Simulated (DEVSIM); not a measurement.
Structure: abrupt Si n-p junction, at 300 K.

Layer 1 from the left is Si, thickness (μm) 8.70, Nd (cm⁻³) 1.9e17, τn (s) 1.4e-7, τp (s) 1.4e-7. Layer 2 from the left is Si, thickness (μm) 0.640, Na (cm⁻³) 2.6e17, τn (s) 1.4e-7, τp (s) 1.4e-7.

Left contact: ohmic. Right contact: ohmic. Voltage is applied to the left contact. Recombination: SRH at mid-gap. Mobility is μmin + (μ − μmin)/(1 + (N/Nref)^α).

The device is made up for the run: typed textbook-type constants, with dimensions and the other settings drawn at random. Values at 300 K.

Si: gap (eV) 1.124, affinity (eV) 4.05, permittivity 11.7, Nc (cm⁻³) 2.86e19, Nv (cm⁻³) 3.1e19, μn (cm²/Vs) 1417, μp (cm²/Vs) 470, μn,min 52, μp,min 45, Nref,n 9.7e16, Nref,p 2.2e17, αn 0.68, αp 0.72.

Question: Estimate by hand the built-in potential, the peak field at zero bias, the capacitance at 0.5 V, and compare with a numerical solution.

Answer: 
- Built-in potential: ni = √(Nc Nv) exp(−Eg/2kT) = 1.08e10 cm⁻³ with Eg = 1.124 eV; Vbi = kT/q ln(Na Nd/ni²) = 0.871 V; numerical 0.871 V.
- Peak field at zero bias: depletion approximation: W = √(2εVbi/(qN)) = 0.101 μm with N = 1.10e17 cm⁻³; field = 2Vbi/W = 172000 V/cm; numerical 167000 V/cm (estimate above by 3.1 %).
- Capacitance at 0.5 V: C = √(qεN / 2(Vbi + |V|)) = 81.5 nF/cm²; numerical 83.1 nF/cm² (estimate below by 1.9 %).

Model (solved in DEVSIM): 1D drift-diffusion, Boltzmann statistics, complete ionisation; no tunnelling, impact ionisation, image-force lowering or self-heating.
